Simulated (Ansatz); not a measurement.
**Fermi-surface data of AuZn (Pm-3m)**

Given:

```yaml
crystal:
  lattice:
    - [3.12766, 0.00000, 0.00000]
    - [0.00000, 3.12766, 0.00000]
    - [0.00000, 0.00000, 3.12766]
  atoms:
    - { symbol: Zn, position: [0.50000, 0.50000, 0.50000] }
    - { symbol: Au, position: [0.00000, 0.00000, 0.00000] }
```

Computed with PBEsol, rigid bands (plane waves, PAW, scalar-relativistic; Ansatz, a first-principles code). Geometry: cell and atoms relaxed with PBEsol.

```
Quantity                                                          Result
------------------------------------  ----------------------------------
density of states at the Fermi level  0.475 states/(eV·cell), both spins
bare Sommerfeld coefficient                    0.56 mJ/(mol of atoms·K²)
Drude plasma energy                                               9.5 eV
root-mean-square Fermi velocity                                1.5e6 m/s
resistivity times τ                                     5.4 ×10⁻²² Ω·m·s
```

A metal at this level (no band gap); rigid bands, thermally averaged at 300 K, both spins. Spin-orbit coupling is left out, which matters with elements this heavy. τ is one relaxation time for all states.

Formula and space group known from diffraction (Crystallography Open Database), not checked to be the room-temperature form: AuZn (Pm-3m).
